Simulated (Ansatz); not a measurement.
MgZn3O4 (model structure, P6₃mc, No. 186, 16 atoms in the cell), treated with r²SCAN (Ansatz, a program for electronic structure, PAW).

Input:

Ansatz 0.2 input:
```yaml
crystal:
  lattice:
    - [6.4811019522, 0.0, 0.0]
    - [-3.2405509761, 5.6127989351, 0.0]
    - [0.0, 0.0, 5.1908419466]
  atoms:
    - { symbol: Mg, position: [0.6666666667, 0.3333333333, 0.0015218971] }
    - { symbol: O, position: [0.6666666667, 0.3333333333, 0.3831270313] }
    - { symbol: Zn, position: [0.8343806576, 0.1656193424, 0.5012711215] }
    - { symbol: O, position: [0.8330033287, 0.1669966713, 0.882512569] }
    - { symbol: Zn, position: [0.6687613152, 0.8343806576, 0.0012711215] }
    - { symbol: O, position: [0.6660066575, 0.8330033287, 0.382512569] }
    - { symbol: Zn, position: [0.8343806576, 0.6687613152, 0.5012711215] }
    - { symbol: O, position: [0.8330033287, 0.6660066575, 0.882512569] }
    - { symbol: Zn, position: [0.1656193424, 0.3312386848, 0.0012711215] }
    - { symbol: O, position: [0.1669966713, 0.3339933425, 0.382512569] }
    - { symbol: Zn, position: [0.3312386848, 0.1656193424, 0.5012711215] }
    - { symbol: O, position: [0.3339933425, 0.1669966713, 0.882512569] }
    - { symbol: Zn, position: [0.1656193424, 0.8343806576, 0.0012711215] }
    - { symbol: O, position: [0.1669966713, 0.8330033287, 0.382512569] }
    - { symbol: Mg, position: [0.3333333333, 0.6666666667, 0.5015218971] }
    - { symbol: O, position: [0.3333333333, 0.6666666667, 0.8831270313] }
basis:
  ecutwfc: 560
  ecutrho_ratio: 4
  xc_grid: 3
kpoints:
  mp_grid: { grid: [6, 6, 8] }
  band_path:
    path:
      - [0.0, 0.0, 0.0]
      - [0.1, 0.0, 0.0]
      - [0.2, 0.0, 0.0]
      - [0.3, 0.0, 0.0]
      - [0.4, 0.0, 0.0]
      - [0.5, 0.0, 0.0]
      - [0.416667, 0.166667, 0.0]
      - [0.333333, 0.333333, 0.0]
      - [0.277778, 0.277778, 0.0]
      - [0.222222, 0.222222, 0.0]
      - [0.166667, 0.166667, 0.0]
      - [0.111111, 0.111111, 0.0]
      - [0.055556, 0.055556, 0.0]
      - [0.0, 0.0, 0.1]
      - [0.0, 0.0, 0.2]
      - [0.0, 0.0, 0.3]
      - [0.0, 0.0, 0.4]
      - [0.0, 0.0, 0.5]
      - [0.1, 0.0, 0.5]
      - [0.2, 0.0, 0.5]
      - [0.3, 0.0, 0.5]
      - [0.4, 0.0, 0.5]
      - [0.5, 0.0, 0.5]
      - [0.416667, 0.166667, 0.5]
      - [0.333333, 0.333333, 0.5]
      - [0.277778, 0.277778, 0.5]
      - [0.222222, 0.222222, 0.5]
      - [0.166667, 0.166667, 0.5]
      - [0.111111, 0.111111, 0.5]
      - [0.055556, 0.055556, 0.5]
      - [0.5, 0.0, 0.4]
      - [0.5, 0.0, 0.3]
      - [0.5, 0.0, 0.2]
      - [0.5, 0.0, 0.1]
      - [0.333333, 0.333333, 0.4]
      - [0.333333, 0.333333, 0.3]
      - [0.333333, 0.333333, 0.2]
      - [0.333333, 0.333333, 0.1]
    npoints: 1
hamiltonian:
  xc: r2scan
  dispersion: none
  pseudopotentials: { kind: paw }
scf:
  occupations: { method: fermi_dirac, width: 0.01 }
  convergence: { dr2_threshold: 0.0000000016 }
output:
  forces: true
  stress: true
  eigenvalues: true
  write_bands: true
```

Problem. How many irreducible k-points, plane waves at Γ does the program set up, and what pressure does the run end with?

Solution. 35 irreducible k-points, 5661 plane waves at Γ; P = 0.12 GPa, so the cell is compressed on average and its volume would grow at this level.

Excerpt of the program's output:

```
Crystal: 16 atoms, lattice volume = 188.828 Å³
Basis set: ecut = 560 eV, 5661 PW (Γ), exchange–correlation on 162×162×135 points (27 copies of the dense FFT grid, shifted against one another)
Bands: 86, of which v1, the nominal top of the filled ones, is band 70 counted from 1 (69 counted from 0)
Symmetry: 12 space group operations
Space group: P63mc (ITA 186), of the structure as read, at distance tolerance 5.7e-5 Å
k-points: 35 of 288 (time reversal used)
Functional: x = r2scan, c = r2scan; τ floored in thin density (d = 2e-4 eV/Å³)
SCF iter   1: F=—  HF=-28365.691823 eV  |F-HF|=—  |Δ(HF+E_count)|=         —  Δρ=1.85e-2  dr2=3.14e-1  dr2_τ=4.31e-1
SCF iter   2: F=—  HF=-28365.867560 eV  |F-HF|=—  |Δ(HF+E_count)|=   1.76e-1  Δρ=4.82e-3  dr2=3.27e-2  dr2_τ=2.23e-3
  ...
SCF iter   9: F=—  HF=-28365.855194 eV  |F-HF|=—  |Δ(HF+E_count)|=   3.82e-8  Δρ=2.68e-6  dr2=1.37e-8  dr2_τ=6.14e-10
SCF iter  10: F=-28365.855194 eV  HF=-28365.855194 eV  |F-HF|=6.26e-10  |Δ(HF+E_count)|=  1.67e-10  Δρ=9.86e-7  dr2=1.12e-9  dr2_τ=1.66e-10
SCF 1 converged in 10 iterations: F = -28365.855194 eV  dr2 = 1.12e-9
SCF converged after 10 iterations
Free energy (F): -28365.855194 eV
Internal energy: -28365.855194 eV  (E = F + TS)
E sigma→0 (E₀):  -28365.855194 eV
Fermi energy:    7.363429 eV
--- Forces (eV/Å), atoms counted from 1 ---
  atom   1  Mg     0.00000000     0.00000000    -0.00360874
  atom   2  O      0.00000000     0.00000000    -0.08696153
  atom   3  Zn    -0.01184133     0.00683660    -0.00449495
  atom   4  O     -0.07415600     0.04281398     0.03468068
  atom   5  Zn    -0.01184133    -0.00683660    -0.00449495
  atom   6  O     -0.07415600    -0.04281398     0.03468068
  atom   7  Zn     0.00000000    -0.01367319    -0.00449495
  atom   8  O     -0.00000000    -0.08562797     0.03468068
  atom   9  Zn     0.00000000     0.01367319    -0.00449495
  atom  10  O     -0.00000000     0.08562797     0.03468068
  atom  11  Zn     0.01184133     0.00683660    -0.00449495
  atom  12  O      0.07415600     0.04281398     0.03468068
  atom  13  Zn     0.01184133    -0.00683660    -0.00449495
  atom  14  O      0.07415600    -0.04281398     0.03468068
  atom  15  Mg    -0.00000000    -0.00000000    -0.00360874
  atom  16  O     -0.00000000    -0.00000000    -0.08696153
--- Stress (GPa, compression-positive) ---
        0.156490      -0.000000      -0.000000
        0.000000       0.156490       0.000000
       -0.000000       0.000000       0.035458
  P = ⅓ Tr σ = 0.1161 GPa (1.161 kbar)
```

The PAW data were made under PBE.

Note: the relaxation could raise the start's symmetry but not lower it, so the cell can be a saddle point. Note: cell and atoms aren't relaxed at this level (largest force component 0.09 eV/Å).

It cost very roughly 4 core-minutes of CPU time.

A model structure was made by putting elements into a prototype or built by hand; it is no filed structure, need not be a known phase, and can be a saddle point held by its symmetry.
